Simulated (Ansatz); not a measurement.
Consider interstitial H in rock-salt TiC, neutral cell. The step: one H atom jumps by itself; the atom moves 1.29 Å along (0.00, 0.00, -0.30) of the unit cell; the moving atom starts with neighbours C at 1.15; 3 Ti at 1.86 Å and ends with C at 1.15; 3 Ti at 1.86 Å. A PBE band in Ansatz (plane-wave PAW, a 2×2×2 k-point mesh shifted by half a step, 64 host sites, 22 SCF runs with any check of the saddle's order, static, no finite-size correction) gives a forward barrier of 0.29 eV. The saddle point's order was not checked, and it lies on a symmetry element of the cell, where a band can be held. Sites that were not tried may lie lower.

Single points at the band's start and saddle point can refine it. Rough cost of one point, in units of the band's mean SCF on the same machine:

```json
[
 {"Level": "PBE, a 4×4×4 k-point mesh shifted by half a step", "Cost of one point": "about 7"},
 {"Level": "r2SCAN at 500 eV, a 2×2×2 k-point mesh shifted by half a step", "Cost of one point": "under 2"}
]
```

Task: Which of these move the barrier by more than 0.1 eV, and how far does each move it?

Result: Not one does. PBE, a 4×4×4 k-point mesh shifted by half a step: 0.00 eV; r2SCAN at 500 eV, a 2×2×2 k-point mesh shifted by half a step: -0.02 eV. Each functional is compared with PBE at the same k-points.

Ansatz is a quantum-chemistry and plane-wave program.
